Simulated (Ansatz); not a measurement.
**A computed series for TiAl: response to strain**

The reference is TiAl (space group P4/mmm, No. 123; a = 2.8241 Å, c = 4.0748 Å; relaxed with 0.1 eV smearing).

Strains are applied to the cell and any free atomic positions relax.

Calculations: PBE, PAW, 420 eV (Ansatz, a first-principles code; no SOC).

Notes on the quantities. energy relative to the base: free energy F; pressure: mean of the normal stresses, compression positive.

```csv
change,volume per atom,energy relative to the base,pressure
base,16.25 Å³,0 meV/atom,0.0 GPa
isotropic strain −3.00 %,14.83 Å³,+51 meV/atom,12.3 GPa
isotropic strain −2.50 %,15.06 Å³,+35 meV/atom,10.0 GPa
isotropic strain −2.00 %,15.29 Å³,+22 meV/atom,7.7 GPa
isotropic strain −1.50 %,15.53 Å³,[?],[?]
isotropic strain −1.00 %,15.77 Å³,+5.3 meV/atom,3.6 GPa
isotropic strain +0.50 %,16.49 Å³,+1.3 meV/atom,-1.6 GPa
isotropic strain +1.00 %,16.74 Å³,+5.0 meV/atom,-3.2 GPa
isotropic strain +1.50 %,16.99 Å³,[?],-4.6 GPa
isotropic strain +2.00 %,17.24 Å³,+19 meV/atom,-6.0 GPa
```

Task: Fill in the withheld entries from the trend.

Result: 
- isotropic strain −1.50 %, energy relative to the base: +12 meV/atom
- isotropic strain −1.50 %, pressure: 5.6 GPa
- isotropic strain +1.50 %, energy relative to the base: +11 meV/atom

Whether these cells are dynamically stable was not tested. All final runs are without spin polarisation.
